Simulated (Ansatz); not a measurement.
Levels about the gap of amorphous Hf$_{9}$Al$_{24}$O$_{54}$ (87 atoms in a cell of 982 Å³, 5.28 g/cm³; zone centre alone, so wide bands show as single levels with stretches between that a denser mesh fills), at the geometry that PBE relaxed, where it gives 0.6 GPa on a denser mesh. The participation number counts the atoms over which a state spreads; weights are charges in smoothed Voronoi cells. The levels come from a single point, so bond lengths are those of that geometry. Method of the levels: PBE, scalar-relativistic without spin-orbit coupling (Ansatz, a first-principles code). Sampling: the zone centre alone; Fermi-Dirac width 0.02 eV; no spin polarisation. At PBE the levels at the filled edge of the gap are localised (band-tail or defect states), and the nearest spread-out levels lie 4.1 eV apart at the zone centre.

A CHGNet melt-quench gave the starting glass, which DFT then relaxed. O atoms were pushed apart under 1.9 Å during the dynamics, to hinder bonds among them. The hot cell started wider than the set density and was brought back towards it in steps. It is the lowest in DFT energy of 2 quenches. It is a model cell: composition and starting density were chosen by hand, and all elements were melted together. No dispersion term was used. A short ab initio anneal came between quench and relaxation. Its density started from a set value of 5.28 and ended at 5.28 g/cm³. Cooling (nominally 380 K/ps over its main leg) ran many orders faster than in experiment, which tends to leave more defects and strain. A cell of this size samples the disorder only roughly. The volume was held where the preparation left it and the shape relaxed, at a PBE pressure of 0.6 GPa. Stress components on the final sampling reach 0.7 GPa.

```csv
"E - E(highest filled), eV",filling,participation number,largest on,weight O,weight Hf,weight Al
-0.49,filled,24.7,"O, 3 neighbours",0.95,0.01,0.03
-0.38,filled,21.1,"O, 3 neighbours",0.95,0.02,0.03
-0.28,filled,15.3,"O, 3 neighbours",0.94,0.03,0.03
-0.26,filled,12.7,"O, 3 neighbours",0.95,0.02,0.03
-0.20,filled,15.0,"O, 4 neighbours",0.96,0.01,0.03
-0.06,filled,10.9,"O, 2 neighbours",0.95,0.03,0.02
0.00,filled,11.6,"O, 3 neighbours",0.95,0.02,0.03
3.72,empty,44.2,"Hf, 7 neighbours",0.55,0.25,0.20
4.15,empty,10.3,"Hf, 7 neighbours",0.40,0.53,0.07
4.44,empty,9.5,"Hf, 6 neighbours",0.39,0.56,0.05
4.48,empty,10.8,"Hf, 7 neighbours",0.39,0.54,0.07
4.55,empty,18.8,"Hf, 7 neighbours",0.36,0.58,0.06
4.73,empty,12.8,"Hf, 6 neighbours",0.36,0.58,0.07
4.78,empty,14.8,"Hf, 7 neighbours",0.34,0.59,0.07
```

Most localised among these is the empty level at +4.44 eV, on a Hf atom, which has 6 neighbours (O 1.94 Å, O 2.10 Å, O 2.11 Å, O 2.13 Å, O 2.25 Å, O 2.30 Å).
